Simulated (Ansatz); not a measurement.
Take SbP in the rock salt structure (space group Fm-3m, No. 225; a = 5.6341 Å; a hypothetical phase, not in the database extracts checked; relaxed with 0.1 eV smearing) as the base.

(Cell as relaxed with PBE.)

Levels (all Ansatz, a first-principles code, PAW): PBE (420 eV, no spin-orbit coupling); r2SCAN (500 eV, no spin-orbit coupling).

Each level relaxes its own structure.

```json
[
 {"base": "volume per atom", "PBE": "22.36 Å³", "r2SCAN": "21.96 Å³"},
 {"base": "lattice parameter a", "PBE": "563.4 pm", "r2SCAN": "560.0 pm"},
 {"base": "band gap", "PBE": "zero", "r2SCAN": "zero"}
]
```

Modification: every lattice vector is stretched by 4.92 %; the atoms relax in the strained cell.

```tsv
quantity	PBE	r2SCAN
energy relative to the base (free energy F)	+97 meV/atom	?
pressure	-7.9 GPa	?
band gap	zero	?
```

Question: What does r2SCAN give?

Answer: 
- energy relative to the base (free energy F), r2SCAN: +102 meV/atom
- pressure, r2SCAN: -8.5 GPa
- band gap, r2SCAN: zero

PBE's energy relative to the base lies 5.4 meV/atom below r2SCAN's; PBE's pressure lies 0.6 GPa above r2SCAN's; the two agree on the band gap. Neither level is exact; r2SCAN is the comparison here, not a measurement.

With Sb present, leaving out spin-orbit coupling can change the band edges. No phonon test of stability was made. The final runs are not spin-polarised. The zero or small gap of SbP can change with the level of theory.
